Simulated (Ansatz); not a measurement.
Functionals compared on a constructed model of the (110) surface of bcc V, a pseudomorphic layer of Mg in the host's stacking (bottom of the slab: a bare face, its two planes held), in Ansatz (plane waves, PAW). The structure was relaxed with PBE; the other rows are single points on it. Cutoff 420 eV (500 eV for r2SCAN).

Slab: 7 atoms, 13.3 Å thick at the start; k 15x15x1, smearing 0.1 eV, dipole-corrected; 2 atoms held, the rest relaxed; start symmetry kept, larger cells not searched; no spin, no spin-orbit, no U. It is one candidate, not shown to be the stable structure of the face. These notes are the PBE run's.

| functional | work function of the top face (eV) | rough cost of the single point |
|---|---|---|
| PBE | 4.28 | – |
| RPBE | 4.22 | around 30 core-seconds (rough) |
| r2SCAN | ? | about 70 core-seconds (a rough figure) |

Task: What belongs in the gaps?

Result: 
- r2SCAN, work function of the top face (eV): 4.42

Ansatz is a first-principles code.
